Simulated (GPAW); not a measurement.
Band structure of BaMg6Mo (P4/mmm, 8 atoms in the cell).

```yaml
crystal:
  lattice:
    - [6.77814, 0.00000, 0.00000]
    - [0.00000, 6.77814, 0.00000]
    - [0.00000, 0.00000, 4.29517]
  atoms:
    - { symbol: Ba, position: [0.00000, 0.00000, 0.50000] }
    - { symbol: Mg, position: [0.00000, 0.50000, 0.50000] }
    - { symbol: Mg, position: [0.50000, 0.00000, 0.50000] }
    - { symbol: Mg, position: [0.71015, 0.28985, 0.00000] }
    - { symbol: Mg, position: [0.28985, 0.71015, 0.00000] }
    - { symbol: Mg, position: [0.71015, 0.71015, 0.00000] }
    - { symbol: Mg, position: [0.28985, 0.28985, 0.00000] }
    - { symbol: Mo, position: [0.50000, 0.50000, 0.50000] }
```

Level of theory: PBEsol, GPAW PAW datasets PBEsol (made by gpaw-setup) (plane waves; GPAW).

Settings: mode = pw; ecut = 850 eV; xc = PBEsol; kpts = 3 3 5; mesh shift (steps) = 0 0 0; occupations.name = fermi-dirac; occupations.width = 0.05 eV; nbands = -14; symmetry.symmorphic = false; symmetry.tolerance = 0.0005; maxiter = 100; bandpath_npoints = 40.

The starting cell comes from a database of computed structures (which also holds hypothetical and non-ambient phases and stackings), without a prior relaxation at this level. Spin polarisation is off.

Levels in eV from the Fermi level, bands 39 to 46:
```tsv
point	39	40	41	42	43	44	45	46
Γ	-0.58	-0.23	-0.23	0.48	0.83	0.83	1.36	1.55
X	-1.06	-0.31	-0.21	0.34	0.61	0.94	1.43	2.07
M	-0.34	-0.34	-0.16	0.11	1.44	2.11	2.14	2.14
Z	-0.72	-0.34	-0.34	-0.21	-0.21	-0.07	0.65	0.92
R	-0.86	-0.82	-0.61	-0.56	0.00	0.43	0.68	1.19
A	-1.39	-0.55	-0.42	-0.28	-0.28	0.68	1.07	1.14
```

Bands cross the Fermi level along this path, so the cell is metallic at this level.
